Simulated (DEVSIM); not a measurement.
# illuminated GaAs p-on-n cell, one wavelength

Device: illuminated GaAs p-on-n cell, one wavelength, at 300 K.

```csv
layer (left to right),material,thickness (μm),Nd (cm⁻³),Na (cm⁻³),τn (s),τp (s),absorption coefficient (cm⁻¹)
1,GaAs,0.500,-,8.8e17,6.7e-9,2.6e-9,15000
2,GaAs,2.50,1.4e15,-,3.2e-8,3.2e-8,15000
```

Left contact: ohmic, minority electron recombination velocity 10000 cm/s. Right contact: ohmic, minority hole recombination velocity 20000 cm/s. Voltage is applied to the left contact. Recombination: SRH at mid-gap, radiative, Auger. Light enters at the left, 5e17 photons cm⁻² s⁻¹, one pass, no reflection. Mobility is μmin + (μ − μmin)/(1 + (N/Nref)^α).

The device is made up for the run: typed textbook-type constants, with dimensions and the other settings drawn at random. Values at 300 K.

| parameter | GaAs |
|---|---|
| gap (eV) | 1.424 |
| affinity (eV) | 4.07 |
| permittivity | 12.9 |
| Nc (cm⁻³) | 4.7e17 |
| Nv (cm⁻³) | 9e18 |
| μn (cm²/Vs) | 8500 |
| μp (cm²/Vs) | 400 |
| μn,min | 500 |
| μp,min | 20 |
| Nref,n | 6e16 |
| Nref,p | 1.5e17 |
| αn | 0.39 |
| αp | 0.38 |
| B (cm³/s) | 2e-10 |
| Cn (cm⁶/s) | 1e-30 |
| Cp (cm⁶/s) | 1e-30 |

DEVSIM, 1D drift-diffusion, Boltzmann statistics, complete ionisation; no tunnelling, impact ionisation, image-force lowering or self-heating.

The potential step across the device at zero bias is 1.214 V and the largest field in the device at zero bias is 51000 V/cm. The dark forward voltage at 1 A/cm² comes out as 1.014 V. The dark forward voltage at 100 A/cm² comes out as 1.170 V and the short-circuit current is 78.1 mA/cm². The open-circuit voltage is 0.941 V. The fill factor is 0.85 and the largest power is 62.7 mW/cm². The share of generated pairs collected at short circuit is 0.986.

Dark reverse current:

```
V (V)  J (A/cm²)
-----  ---------
-0.04   -2.6e-11
-0.10   -5.2e-11
-0.20   -8.7e-11
-0.30   -1.2e-10
-0.40   -1.5e-10
-0.60   -2.1e-10
-0.80   -2.6e-10
-1.00   -3.1e-10
-1.30   -3.7e-10
-1.60   -4.3e-10
-2.00   -5.1e-10
```

Dark forward current:

```json
[
 {"V (V)": "0.05", "J (A/cm²)": "6.2e-11"},
 {"V (V)": "0.10", "J (A/cm²)": "2.2e-10"},
 {"V (V)": "0.15", "J (A/cm²)": "6.2e-10"},
 {"V (V)": "0.20", "J (A/cm²)": "1.7e-9"},
 {"V (V)": "0.25", "J (A/cm²)": "4.8e-9"},
 {"V (V)": "0.30", "J (A/cm²)": "1.3e-8"},
 {"V (V)": "0.35", "J (A/cm²)": "3.6e-8"},
 {"V (V)": "0.40", "J (A/cm²)": "9.8e-8"},
 {"V (V)": "0.45", "J (A/cm²)": "2.7e-7"},
 {"V (V)": "0.50", "J (A/cm²)": "7.5e-7"},
 {"V (V)": "0.55", "J (A/cm²)": "2.1e-6"},
 {"V (V)": "0.60", "J (A/cm²)": "5.9e-6"},
 {"V (V)": "0.65", "J (A/cm²)": "1.7e-5"},
 {"V (V)": "0.70", "J (A/cm²)": "5.3e-5"},
 {"V (V)": "0.75", "J (A/cm²)": "0.00018"},
 {"V (V)": "0.80", "J (A/cm²)": "0.00071"},
 {"V (V)": "0.85", "J (A/cm²)": "0.0033"},
 {"V (V)": "0.90", "J (A/cm²)": "0.018"},
 {"V (V)": "0.95", "J (A/cm²)": "0.11"},
 {"V (V)": "1.00", "J (A/cm²)": "0.63"},
 {"V (V)": "1.05", "J (A/cm²)": "3.4"},
 {"V (V)": "1.10", "J (A/cm²)": "15"},
 {"V (V)": "1.15", "J (A/cm²)": "61"},
 {"V (V)": "1.20", "J (A/cm²)": "210"},
 {"V (V)": "1.25", "J (A/cm²)": "650"},
 {"V (V)": "1.30", "J (A/cm²)": "1900"},
 {"V (V)": "1.35", "J (A/cm²)": "5400"}
]
```
